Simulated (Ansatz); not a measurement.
**Effect of biaxial strain −1.00 %, plane normal [001], relaxed out of plane on BeS**

Take BeS in the zinc blende structure (space group F-43m, No. 216; a = 4.8381 Å) as the base. Axes: x, y, z lie along the cube axes.

One thing is altered: biaxial strain −1.00 %, plane normal [001], relaxed out of plane (Cartesian); in-plane vectors clamped, the third vector and the atoms free.

Method: PBEsol (Ansatz, a first-principles code), no SOC. k-mesh 12×12×12 (Γ-centred); smearing 0.05 eV (Fermi–Dirac).

The volume per atom shrinks by 0.17 Å³, from 14.16 Å³ to 13.99 Å³ and the space group goes from F-43m (No. 216) to I-4m2 (No. 119). The shortest interatomic distance drops by 0.008 Å to 2.087 Å and the energy grows by 1.6 meV/atom. The pressure (mean of the normal stresses, compression positive) grows by 1.20 GPa (-0.01 GPa → 1.19 GPa) and the band gap falls by 0.11 eV to 2.80 eV. The gap character comes out as indirect, Γ → X and the smallest direct gap shrinks by 0.03 eV, from 5.54 eV to 5.51 eV. The electron mass goes from 0.80 mₑ along k, 0.28 mₑ across (at X) to 0.78 mₑ along k, 0.28 mₑ across (at X) and the valence-band top at Γ (three highest levels, from the VBM) goes from 0.00, 0.00, 0.00 eV to 0.00, 0.00, -0.10 eV. The valley order (the lowest conduction-band minima on the path, energy above the VBM, named in the base's zone) changes from X along ⟨100⟩ 2.91 eV to X along [010] 2.80 eV; X along [001] 2.94 eV and the out-of-plane strain is +0.80 %. The ratio −ε⊥/ε∥ amounts to 0.80.

Masses are band curvatures over ±0.01 Å⁻¹ around the edge. Along k means along the line from Γ to the band edge. Whether these cells are dynamically stable was not tested. k-point labels follow each cell's own Brillouin zone.
